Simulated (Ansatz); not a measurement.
**TiC under a change: isotropic strain −1.19 %**

Consider TiC in the rock salt structure (space group Fm-3m, No. 225; a = 4.328 Å; relaxed with 0.1 eV smearing).

It is then changed as follows: an isotropic linear strain of −1.19 %, atoms relaxed at fixed cell.

Computed with r2SCAN/PAW in Ansatz (an electronic-structure program), no spin-orbit coupling. Γ-centred 23×23×23 mesh, Fermi–Dirac width 0.1 eV.

Volume per atom: 9.78 Å³ (base 10.13 Å³)
Space group: Fm-3m (No. 225) (base Fm-3m (No. 225))
Energy relative to the base (free energy F): +11 meV/atom
Band gap: zero (base zero)

Final structure:

```
TiC
1.0
    0.00000     2.13815     2.13815
    2.13815     0.00000     2.13815
    2.13815     2.13815     0.00000
C Ti
1 1
Direct
  0.00000   0.00000   0.00000
  0.50000   0.50000   0.50000
```

No phonon test of stability was made. The final runs are not spin-polarised.
